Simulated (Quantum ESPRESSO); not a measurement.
Checking a run of Quantum ESPRESSO on SiO₂ (P3_121, 9 atoms in the cell). The aim is a self-consistent single point with DFT, PBE, plane waves, GBRV 1.5 ultrasoft (PBE) pseudopotentials.

Cell that was meant: a = 4.8344 Å, b = 4.8344 Å, c = 5.3422 Å, α = 90.00°, β = 90.00°, γ = 120.00°.

Part of the input:

```fortran
  ibrav = 0
  nat = 9
  ntyp = 2
  ecutwfc = 8
  ecutrho = 40
  occupations = 'smearing'
  smearing = 'gaussian'
  degauss = 0.0036749
```

Log, with long lists cut:

```
     Message from routine setup:
     using ibrav=0 with symmetry is DISCOURAGED, use correct ibrav instead
     G-vector sticks info
   [... lines left out ...]
        k(    2) = (   0.0000000   0.0000000   0.2262336), wk =   0.0277778
        k(    3) = (   0.0000000   0.0000000  -0.4524672), wk =   0.0138889
   [... 21 lines left out ...]

     Dense  grid:     3099 G-vectors     FFT dimensions: (  20,  20,  24)

     Smooth grid:     2209 G-vectors     FFT dimensions: (  18,  18,  24)

     Initial potential from superposition of free atoms

     starting charge      47.9980, renormalised to      48.0000

     negative rho (up, down):  5.031E-04 0.000E+00
     Self-consistent Calculation

     iteration #  1     ecut=     8.00 Ry     beta= 0.70

---- Real-time Memory Report at c_bands before calling an iterative solver
            48 MiB given to the printing process from OS
            14 MiB allocation reported by mallinfo(arena+hblkhd)
------------------

     negative rho (up, down):  4.885E-05 0.000E+00

     total energy              =    -200.18888147 Ry
     estimated scf accuracy    <       8.57026247 Ry

     iteration #  2     ecut=     8.00 Ry     beta= 0.70

   [... lines left out ...]
            22 MiB allocation reported by mallinfo(arena+hblkhd)
------------------

     negative rho (up, down):  2.904E-04 0.000E+00

     total energy              =    -201.60794151 Ry
     estimated scf accuracy    <          1.8E-09 Ry

     iteration #  9     ecut=     8.00 Ry     beta= 0.70

---- Real-time Memory Report at c_bands before calling an iterative solver
            53 MiB given to the printing process from OS
            22 MiB allocation reported by mallinfo(arena+hblkhd)
------------------

     negative rho (up, down):  2.904E-04 0.000E+00
     End of self-consistent calculation

     the Fermi energy is     8.3623 ev

!    total energy              =    -201.60794151 Ry
     estimated scf accuracy    <          9.8E-11 Ry
     smearing contrib. (-TS)   =      -0.00000000 Ry
     internal energy E=F+TS    =    -201.60794151 Ry

     convergence has been achieved in   9 iterations

     negative rho (up, down):  2.904E-04 0.000E+00

     Forces acting on atoms (cartesian axes, Ry/au):

     atom    1 type  1   force =    -0.01549920   -0.02684540   -0.00000000
     atom    2 type  1   force =     0.03099840   -0.00000000    0.00000000
     atom    3 type  1   force =    -0.01549920    0.02684540    0.00000000
     atom    4 type  2   force =     0.09598918   -0.15765831   -0.11918592
   [... lines left out ...]
     Total force =     0.540865     Total SCF correction =     0.000013
   [... lines left out ...]

     negative rho (up, down):  2.904E-04 0.000E+00
          total   stress  (Ry/bohr**3)                   (kbar)     P=    -3944.43
  -0.02683988   0.00000000   0.00000000        -3948.28        0.00        0.00
   0.00000000  -0.02683988   0.00000000            0.00    -3948.28        0.00
   0.00000000   0.00000000  -0.02676130            0.00        0.00    -3936.72

   JOB DONE.
```

Can these results be used? Check the input.

The run is not sound. The fault is a basis or grid far too coarse for these potentials. The error of an incomplete plane-wave basis or grid does not cancel at such settings. To fix it, restore the cutoff that the potentials need and check convergence. The run converged in 9 iterations without an error; against the sound input the free energy rises by 33.1 eV/atom, the pressure goes from 17.06 to -394.4 GPa, the largest force goes from 0.913 to 5.649 eV/Å and the gap on the mesh goes from 6.333 to 2.149 eV.

The sound input it was made from differs as follows (other fixes are possible):
```diff
-  ecutwfc = 8
-  ecutrho = 40
+  ecutwfc = 40
+  ecutrho = 200
```

With that input, the run converged in 12 iterations: free energy E − TS -3041.2054 eV; top of the valence band (on the code's own zero) 2.93 eV; gap on the k-point mesh 6.33 eV; pressure 17.06 GPa; largest force (vector length) 0.913 eV/Å (DFT, PBE, plane waves, GBRV 1.5 ultrasoft (PBE) pseudopotentials).

On the sound input: the starting cell comes from a database of computed structures (which also holds hypothetical and non-ambient phases and stackings), without a prior relaxation at this level. Its lattice was rescaled by a random factor within 2.5 % of one. With a pressure of about 17 GPa the cell is away from its equilibrium volume at this level.
